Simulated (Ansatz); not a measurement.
We consider CsCl-type PdIn, described by RPBE (Ansatz, an electronic-structure program, PAW).

Run with plane-wave cutoff 520 eV, 18×18×18 k mesh, Fermi–Dirac smearing 0.05 eV, scalar-relativistic PAW data made under PBE.

Cell (relaxed at this level):

```
InPd
1.0
    3.34015     0.00000     0.00000
    0.00000     3.34015     0.00000
    0.00000     0.00000     3.34015
In Pd
1 1
Direct
  0.50000   0.50000   0.50000
  0.00000   0.00000   0.00000
```

### Question
Estimate the bulk modulus and pressure derivative B′ of the bulk modulus that the calculation returns.

### Answer

* **bulk modulus**: 95.1 GPa
* **pressure derivative B′ of the bulk modulus**: 6.1

The run finds no gap.

Spin–orbit coupling is not included.

Static lattice: no zero-point or thermal effects.
